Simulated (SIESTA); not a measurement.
A self-consistent single point of MgS (Imm2, 2 atoms in the cell) with SIESTA.

Level of theory: SIESTA 5.4.2 with LDA PW92, numerical atomic orbitals DZP, PseudoDojo LDA standard norm-conserving potentials (rewritten from UPF to PSML).

The change in words: 1 x 1 x 1 supercell, one Mg atom moved by 0.02 angstrom along z; ElectronicTemperature: 10 K → 580.23 K. Reference geometry:
```
CELL_PARAMETERS angstrom
      0.00000     2.84729     2.84729
      2.84729     0.00000     2.84729
      2.84729     2.84729     0.00000
ATOMIC_POSITIONS crystal
  Mg 0.00000 0.00000 0.00000
  S  0.75000 0.75000 0.75000
```

Reference input (self-consistent single point, DFT, LDA PW92, numerical atomic orbitals DZP, PseudoDojo LDA standard norm-conserving potentials (rewritten from UPF to PSML)): XC.functional = LDA; XC.authors = PW92; potentials = PseudoDojo LDA standard; PAO.BasisSize = DZP; PAO.EnergyShift = 0.01 Ry; MeshCutoff = 350 Ry; kgrid.MonkhorstPack = 8 8 8; OccupationFunction = FD; ElectronicTemperature = 10 K; MaxSCFIterations = 150; SCF.Mixer.Method = Broyden; SCF.Mixer.Weight = 0.25. This run's input differs from it in these lines:

```diff
@@ -18,3 +18,3 @@
 %block AtomicCoordinatesAndAtomicSpecies
-     0.000000000    0.000000000    0.000000000  1
+     0.000000000    0.000000000    0.019999337  1
      4.270929000    4.270929000    4.270929000  2
@@ -33,3 +33,3 @@
 OccupationFunction           FD
-ElectronicTemperature        10 K
+ElectronicTemperature        580.23 K
```

The program printed (abridged):

```
        iscf     Eharris(eV)        E_KS(eV)     FreeEng(eV)     dDmax    Ef(eV) dHmax(eV)
   scf:    1    -1914.926580    -1914.988006    -1914.988006  1.668356 -5.209465  5.014615
   scf:    2    -1915.445338    -1915.238731    -1915.238731  0.038781 -3.638779  3.317081
   scf:    3    -1915.356553    -1915.322338    -1915.322338  0.034594 -4.288544  0.968896
   scf:    4    -1915.330804    -1915.327334    -1915.327334  0.019779 -4.662834  0.108728
   scf:    5    -1915.327389    -1915.327367    -1915.327367  0.001276 -4.702321  0.002492
   scf:    6    -1915.327368    -1915.327367    -1915.327367  0.000073 -4.702606  0.001762
   scf:    7    -1915.327368    -1915.327368    -1915.327368  0.000054 -4.702828  0.001280
   scf:    8    -1915.327368    -1915.327368    -1915.327368  0.000040 -4.702945  0.000936
SCF Convergence by DM+H criterion
max |DM_out - DM_in|         :     0.0000397899
max |H_out - H_in|      (eV) :     0.0009361242
SCF cycle converged after 8 iterations

Using DM_out to compute the final energy and forces

siesta: E_KS(eV) =            -1915.3274

siesta: E_KS - E_eggbox =     -1915.3274

siesta: Atomic forces (eV/Ang):
     1    0.000000    0.000000   -0.121445
     2    0.000000    0.000000    0.124134
   Tot    0.000000    0.000000    0.002689
   Max    0.124134
   Res    0.070897    sqrt( Sum f_i^2 / 3N )
   Max    0.124134    constrained

Stress tensor Voigt[x,y,z,yz,xz,xy] (kbar):       26.52       26.52       26.72        0.00        0.00        4.60
(Free)E + p*V (eV/cell)    -1916.0934
Target enthalpy (eV/cell)    -1915.3274

siesta: Program's energy decomposition (eV):
siesta: FreeEng =     -1915.327368

   [... lines left out ...]
siesta: Cell volume =         46.166109 Ang**3
siesta:         -26.58652991        -32.62479140  kBar
   [... lines left out ...]
               3s      3s      3py     3pz     3px     3py     3pz     3px
               3Pdxy   3Pdyz   3Pdz2   3Pdxz   3Pdx2-y2
   2  6.468   1.640   0.070   1.634   1.634   1.634  -0.060  -0.060  -0.060
              0.010   0.010   0.003   0.010   0.003

mulliken: Qtot =       16.000

Mulliken Atomic Populations:
Atom #   charge [q] valence [e]  Species
     1     0.468130    9.531870  Mg
     2    -0.468130    6.468130  S
 Total     0.000000
```

The run converged in 8 iterations. Against the reference run the free energy stays essentially unchanged (within 1 meV/atom), the pressure stays at -2.66 GPa, the largest force goes from 0.000 to 0.124 eV/Å and the gap on the mesh goes from 3.240 to 3.212 eV.

The starting cell comes from a database of computed structures (which also holds hypothetical and non-ambient phases and stackings), without a prior relaxation at this level. Its lattice was rescaled by up to half a per cent. For this run, on top of that: 1 x 1 x 1 supercell, one Mg atom moved by 0.02 angstrom along z. Values carry the incompleteness of an atom-centred basis.
